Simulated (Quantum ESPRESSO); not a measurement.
Quantum ESPRESSO run on CaSi2Ni2 (I4/mmm, 5 atoms in the cell): self-consistent single point.

Method: PBEsol, PSlibrary PAW (PBE) pseudopotentials (plane waves; Quantum ESPRESSO).

```
Ca(SiNi)2
1.0
    1.98138    -1.98138     4.82047
    1.98138     1.98138     4.82047
   -1.98138    -1.98138     4.82047
Ca Si Ni
1 2 2
Direct
  0.00000   0.00000   0.00000
  0.00000   0.63068   0.63068
  0.00000   0.36932   0.36932
  0.50000   0.25000   0.75000
  0.50000   0.75000   0.25000
```

Reference input (self-consistent single point, DFT, PBEsol, plane waves, PSlibrary PAW (PBE) pseudopotentials): ecutwfc = 50 Ry; ecutrho = 300 Ry; occupations = smearing; smearing = gaussian; degauss = 0.0099958 Ry; input_dft = pbesol; K_POINTS = automatic 9 9 9 0 0 0; conv_thr = 1e-10 Ry. This run's input differs from it in these lines:

```diff
@@ -35,3 +35,3 @@
 K_POINTS automatic
-9 9 9  0 0 0
+5 5 5  0 0 0
```

Log, with long lists cut:

```
     Self-consistent Calculation

     iteration #  1     ecut=    50.00 Ry     beta= 0.70

     total energy              =    -589.01717610 Ry
     estimated scf accuracy    <       0.80365559 Ry

     iteration #  2     ecut=    50.00 Ry     beta= 0.70
     c_bands:  1 eigenvalues not converged
     c_bands:  1 eigenvalues not converged

     total energy              =    -585.60539890 Ry
     estimated scf accuracy    <      56.36087530 Ry

     iteration #  3     ecut=    50.00 Ry     beta= 0.70

     total energy              =    -589.67074087 Ry
     estimated scf accuracy    <       0.05622567 Ry

   [... 11 blocks of this kind left out ...]

     iteration # 15     ecut=    50.00 Ry     beta= 0.70

     total energy              =    -589.72863329 Ry
     estimated scf accuracy    <          4.0E-10 Ry

     iteration # 16     ecut=    50.00 Ry     beta= 0.70
     End of self-consistent calculation

     the Fermi energy is    10.4637 ev

!    total energy              =    -589.72863329 Ry
     estimated scf accuracy    <          3.9E-11 Ry
     smearing contrib. (-TS)   =      -0.00160690 Ry
     internal energy E=F+TS    =    -589.72702639 Ry

     convergence has been achieved in  16 iterations

     Forces acting on atoms (cartesian axes, Ry/au):

     atom    1 type  1   force =     0.00000000    0.00000000   -0.00000000
     atom    2 type  2   force =     0.00000000    0.00000000   -0.00214445
     atom    3 type  2   force =     0.00000000   -0.00000000    0.00214445
     atom    4 type  3   force =     0.00000000    0.00000000    0.00000000
     atom    5 type  3   force =     0.00000000   -0.00000000   -0.00000000

     Total force =     0.003033     Total SCF correction =     0.000004

          total   stress  (Ry/bohr**3)                   (kbar)     P=      -21.70
  -0.00015414   0.00000000   0.00000000          -22.67        0.00        0.00
   0.00000000  -0.00015414   0.00000000            0.00      -22.67        0.00
   0.00000000   0.00000000  -0.00013422            0.00        0.00      -19.75

   JOB DONE.
```

The run converged in 16 iterations. Against the reference run the free energy stays essentially unchanged (within 1 meV/atom), the pressure hardly changes (-2.26 to -2.17 GPa) and the largest force goes from 0.026 to 0.055 eV/Å.

The starting cell comes from a database of computed structures (which also holds hypothetical and non-ambient phases and stackings), without a prior relaxation at this level. Its lattice was rescaled by a random factor within 2.5 % of one. Spin polarisation is off.

Cost on one core of a shared machine: roughly 90 s.
